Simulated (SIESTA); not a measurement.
Band structure of a sheet of TiTe2 (3 atoms in the cell).

```xyz
3
Lattice="3.8770 0.0000 0.0000 -1.9385 3.3576 0.0000 0.0000 0.0000 17.1706" Properties=species:S:1:pos:R:3 pbc="T T T"
Ti     0.0000     0.0000     8.5853
Te     0.0000     2.2384    10.1706
Te     1.9385     1.1192     7.0000
```

Computed with GGA PBE, numerical atomic orbitals DZP, PseudoDojo PBE standard norm-conserving potentials (rewritten from UPF to PSML) run with SIESTA.

Settings: XC.functional = GGA; XC.authors = PBE; potentials = PseudoDojo PBE standard; PAO.BasisSize = DZP; PAO.EnergyShift = 0.01 Ry; MeshCutoff = 300 Ry; kgrid.MonkhorstPack = 5 5 1; OccupationFunction = MP; OccupationMPOrder = 0; ElectronicTemperature = 100 meV; MaxSCFIterations = 150; SCF.Mixer.Method = Broyden; SCF.Mixer.Weight = 0.25; SCF.Mixer.History = 6.

The starting cell was generated: these elements placed on a structure prototype, without a prior relaxation; it need not be a known phase or ordering of this composition. Its lattice was rescaled in the plane by a random factor within 2.5 % of one. Spin-orbit coupling is off. Spin polarisation is off, so a magnetic state, if there is one, cannot be reached. Values carry the incompleteness of an atom-centred basis.

Levels in eV from the Fermi level, bands 19 to 24:
| point | 19 | 20 | 21 | 22 | 23 | 24 |
|---|---|---|---|---|---|---|
| Γ | -2.13 | -0.80 | 0.16 | 0.16 | 0.71 | 0.71 |
| M | -2.23 | -2.12 | -1.60 | -1.15 | 0.00 | 0.79 |
| K | -3.74 | -2.52 | -1.86 | -1.86 | 0.58 | 1.06 |

Bands cross the Fermi level along this path, so the cell is metallic at this level.

Higher empty bands are left out: an atom-centred basis made for the valence describes them poorly.
